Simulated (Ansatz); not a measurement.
Consider a periodic stack without vacuum, rutile IrO2 (1 0 0) on zinc-blende InAs (1 1 0) (film strained to the substrate, started from cuts of the bulks and a machine-learned relaxation; slabs As6In6 and Ir6O16, which can lie off the formulas): substrate slab As6In6, film Ir6O16, surface cells [[0, -1], [1, -1]] and [[1, 0], [1, 2]], film strained by -3.4 and -2.7 %, outermost planes AsIn/AsIn and O/O as cut, which need not be the usual terminations and can put a slab off its formula. Its start:

```xyz
34
Lattice="4.3739 0.0000 0.0387 4.3739 6.1857 -0.0125 0.5641 0.8441 22.2472" Properties=species:S:1:pos:R:3 pbc="T T T"
As     4.6418     0.5915     0.2059
As     5.4525     4.4041     3.0296
As     3.3377     1.4809     5.4051
As     5.5150     4.5748     7.5672
As     3.3554     1.3030    10.0150
As     5.3843     4.4461    12.6362
In     7.6313     5.9454     3.4159
In     4.9800     3.6672     0.5165
In     7.7032     6.1313     7.5784
In     5.5256     3.0404     5.3807
In     7.4767     7.5353    12.6103
In     5.5529     2.7943     9.4998
Ir     7.4272     4.4847    17.5552
Ir     3.0518     1.3921    17.5583
Ir     5.2423     6.0111    15.1596
Ir     5.2425     2.9172    15.1853
O      4.2895     4.4552    14.1508
O      4.2565     1.3651    14.4031
O      6.2789     5.8638    13.3542
O      1.9035     3.0351    13.3391
O      8.4659     6.0305    16.8176
O      4.0898     2.9265    16.8038
O      6.2480     4.4707    15.9297
O      1.8458     1.3779    15.9523
Ir     5.2406     6.0421    19.8992
Ir     5.2413     2.9645    19.9199
O      4.2475     4.4974    19.1332
O      4.2422     1.4056    19.1790
O      6.3782     6.0294    18.2733
O      2.0048     2.9528    18.2580
O      8.6535     6.1857    21.8107
O      4.2700     2.8494    21.7867
O      6.2460     4.5101    20.7309
O      1.8613     1.4184    20.8514
```

The start was prepared with a machine-learned potential, and the result is one local minimum, with the in-plane cell held and forces under 0.04 eV/Å; the film can end far from its bulk form.

Calculation: PBE (plane waves to 420 eV, PAW; Ansatz, an electronic-structure program). Scalar-relativistic, without spin–orbit coupling; the runs are not spin-polarised; PBE gaps are too small against experiment. Its k-point mesh 9×5×1, Fermi–Dirac width 0.05 eV.

Q: Predict the relaxed interface.

A: 
| Item | Value |
|---|---|
| interface area | 27.1 Å² |
| period | 21.64 Å |
| heights between the nearest atoms of the two slabs at the two interfaces | 0.74 and 0.83 Å |
| As–O contacts across the interfaces within 1.22 times the sum of covalent radii | 6, mean 1.89 Å |
| In–O contacts across the interfaces within 1.22 times the sum of covalent radii | 6, mean 2.22 Å |
| As–Ir contacts across the interfaces within 1.22 times the sum of covalent radii | 4, mean 3.03 Å |
| In–Ir contacts across the interfaces within 1.22 times the sum of covalent radii | 2, mean 3.23 Å |
